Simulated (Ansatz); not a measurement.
# Response to strain in WSi2

Consider WSi2 (space group I4/mmm, No. 139; a = 3.2289 Å, c = 7.8697 Å; relaxed with 0.1 eV smearing).

Strains are applied to the cell and any free atomic positions relax.

Computed with PBE (Ansatz, a first-principles code), without spin-orbit coupling.

Notes on the quantities. pressure: mean of the normal stresses, compression positive.

| isotropic strain (%) | pressure (GPa) |
|---|---|
| -5.62 | 55.3 |
| -0.13 | ? |
| 0 | 0.0 |
| 1.31 | -7.8 |
| 2.24 | -12.5 |

### Question
Fit P = P₀ − Bδ + Cδ² with δ = (1 + ε)³ − 1 to the rows shown and predict the withheld row.

### Answer
Least squares on the printed values gives P₀ = 0.1 GPa, B = 232 GPa (at held cell shape), C = 722 GPa (largest residual 0.2 GPa); this predicts 1.0 GPa, and the run gives 0.9 GPa, in agreement.

Stability against distortions was not tested. All final runs are without spin polarisation.
